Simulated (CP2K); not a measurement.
# Input and output of a self-consistent single point for CuI (F-43m, 2 atoms in the cell) (CP2K)

Method: PBE, GPW, TZVP-MOLOPT-SR-GTH basis, GTH-PBE potentials (GTH_POTENTIALS) in CP2K 2026.2.

This input was run:

```
&GLOBAL
  PROJECT bulk
  RUN_TYPE ENERGY_FORCE
  PRINT_LEVEL LOW
&END GLOBAL
&FORCE_EVAL
  METHOD Quickstep
  STRESS_TENSOR ANALYTICAL
  &DFT
    BASIS_SET_FILE_NAME BASIS_MOLOPT_UCL
    POTENTIAL_FILE_NAME GTH_POTENTIALS
    &QS
      METHOD GPW
      EPS_DEFAULT 1E-10
    &END QS
    &MGRID
      CUTOFF 600
      REL_CUTOFF 50
      NGRIDS 5
    &END MGRID
    &SCF
      SCF_GUESS ATOMIC
      EPS_SCF 1E-6
      MAX_SCF 100
      ADDED_MOS 4
      &DIAGONALIZATION
        ALGORITHM STANDARD
      &END DIAGONALIZATION
      &MIXING
        METHOD BROYDEN_MIXING
        ALPHA 0.2
        NBUFFER 12
        BETA 1
      &END MIXING
      &SMEAR ON
        METHOD FERMI_DIRAC
        ELECTRONIC_TEMPERATURE [K] 116.05
      &END SMEAR
    &END SCF
    &KPOINTS
      SCHEME MONKHORST-PACK 5 5 5
    &END KPOINTS
    &XC
      &XC_FUNCTIONAL PBE
      &END XC_FUNCTIONAL
    &END XC
    &PRINT
      &MO
        EIGENVALUES T
        OCCUPATION_NUMBERS T
        NDIGITS 8
        FILENAME mo
        &EACH
          QS_SCF 0
        &END EACH
        ADD_LAST NUMERIC
      &END MO
      &MULLIKEN OFF
      &END MULLIKEN
    &END PRINT
  &END DFT
  &SUBSYS
    &CELL
      ABC 4.27799600 4.27799582 4.27799589
      ALPHA_BETA_GAMMA 59.99999964 59.99999916 59.99999857
      PERIODIC XYZ
    &END CELL
    &COORD
      SCALED
      Cu       0.00000000     0.00000000     0.00000000
      I        0.25000000     0.25000000     0.25000000
    &END COORD
    &KIND Cu
      BASIS_SET TZVP-MOLOPT-SR-GTH
      POTENTIAL GTH-PBE-q11
    &END KIND
    &KIND I
      BASIS_SET TZVP-MOLOPT-SR-GTH
      POTENTIAL GTH-PBE-q7
    &END KIND
  &END SUBSYS
  &PRINT
    &FORCES ON
    &END FORCES
    &STRESS_TENSOR ON
    &END STRESS_TENSOR
  &END PRINT
&END FORCE_EVAL
```

Output (repeated stretches shortened):

```
 GLOBAL| Method name                                                        CP2K
 GLOBAL| Project name                                                       bulk
 GLOBAL| Run type                                                   ENERGY_FORCE

 TOTAL NUMBERS AND MAXIMUM NUMBERS

  Total number of            - Atomic kinds:                                   2
                             - Atoms:                                          2
                             - Shell sets:                                     2
                             - Shells:                                        17
                             - Primitive Cartesian functions:                 11
                             - Cartesian basis functions:                     58
                             - Spherical basis functions:                     51

  Maximum angular momentum of- Orbital basis functions:                        3
                             - Local part of the GTH pseudopotential:          0
                             - Non-local part of the GTH pseudopotential:      4

 SCF PARAMETERS         Density guess:                                    ATOMIC
                        max_scf:                                             100
                        max_diis:                                              4
                        eps_scf:                                        1.00E-06
                        eps_diis:                                       1.00E-01
                        eps_eigval:                                     1.00E-05
                        level_shift [a.u.]:                             0.000000
                        added MOs                                         4    0
                        Mixing method:                            BROYDEN_MIXING
                                                charge density mixing in g-space
                        Smear method:                                FERMI_DIRAC
                        Electronic temperature [K]:                        116.0
                        Electronic temperature [a.u.]:                  3.68E-04
                        Accuracy threshold:                             1.00E-10
                        No outer SCF

 Extrapolation method: initial_guess

 Number of electrons:                                                         18
 Number of occupied orbitals:                                                  9
 Number of molecular orbitals:                                                13

 Number of orbital functions:                                                 51
 Number of independent orbital functions:                                     51

 SCF WAVEFUNCTION OPTIMIZATION

  Step     Update method      Time    Convergence         Total energy    Change
     1 NoMix/Diag. 0.20E+00      -     0.63796325       -59.6546228536 -5.97E+01
     2 Broy./Diag. 0.20E+00      -     0.03057567       -60.2208923844 -5.66E-01
     3 Broy./Diag. 0.20E+00      -     0.01781221       -59.8240347556  3.97E-01
     4 Broy./Diag. 0.20E+00      -     0.02016727       -59.6067360517  2.17E-01
     5 Broy./Diag. 0.20E+00      -     0.00446395       -59.5607269568  4.60E-02
     6 Broy./Diag. 0.20E+00      -     0.00176129       -59.6099326220 -4.92E-02
     7 Broy./Diag. 0.20E+00      -     0.00138806       -59.6142346112 -4.30E-03
   [... 4 lines left out ...]
    12 Broy./Diag. 0.20E+00      -     0.00001009       -59.6052538605 -3.38E-05
    13 Broy./Diag. 0.20E+00      -     0.00000647       -59.6052105501  4.33E-05
    14 Broy./Diag. 0.20E+00      -     0.00000330       -59.6051990831  1.15E-05
    15 Broy./Diag. 0.20E+00      -     0.00000287       -59.6051974949  1.59E-06
    16 Broy./Diag. 0.20E+00      -     0.00000088       -59.6051928556  4.64E-06

  *** SCF run converged in    16 steps ***

  Electronic density on regular grids:        -17.9999999841        0.0000000159
  Core density on regular grids:               17.9999999971       -0.0000000029
  Total charge density on r-space grids:        0.0000000130
  Total charge density g-space grids:           0.0000000130

  Overlap energy of the core charge distribution:               0.00000000844225
  Self energy of the core charge distribution:                -89.08606749651483
  Core Hamiltonian energy:                                     26.89485104809498
  Hartree energy:                                              12.66322963403455
  Exchange-correlation energy:                                -10.07720604965032
  Electronic entropic energy:                                  -0.00000000000000
  Fermi energy:                                                 0.15783907223193

  Total energy:                                               -59.60519285559337
  Total energy (extrapolated to T->0):                        -59.60519285559337

 ENERGY| Total FORCE_EVAL ( QS ) energy [hartree]            -59.605192521736278

 FORCES| Atomic forces [hartree/bohr]
 FORCES|   Atom     x               y               z               |f|
 FORCES|      1 -2.94048659E-08  1.48049179E-07 -4.22176756E-08   1.56733971E-07
 FORCES|      2  3.39415910E-08 -1.45439192E-07  4.40756257E-08   1.55715289E-07
 FORCES| Sum     4.53672516E-09  2.60998682E-09  1.85795007E-09
 FORCES| Total atomic force                                       5.55390717E-09

 STRESS| Analytical stress tensor [bar]
 STRESS|                        x                   y                   z
 STRESS|      x        1.77915101868E+04   2.14437661513E+00   1.51637227403E+00
 STRESS|      y        2.14437661513E+00   1.77897589973E+04   6.03486847479E-01
 STRESS|      z        1.51637227403E+00   6.03486847479E-01   1.77883586600E+04
 STRESS| 1/3 Trace                                             1.77898759480E+04
```

The run converged in 16 iterations.

The starting cell has typed, rounded lattice constants, without a prior relaxation at this level. Values carry the incompleteness of an atom-centred basis.
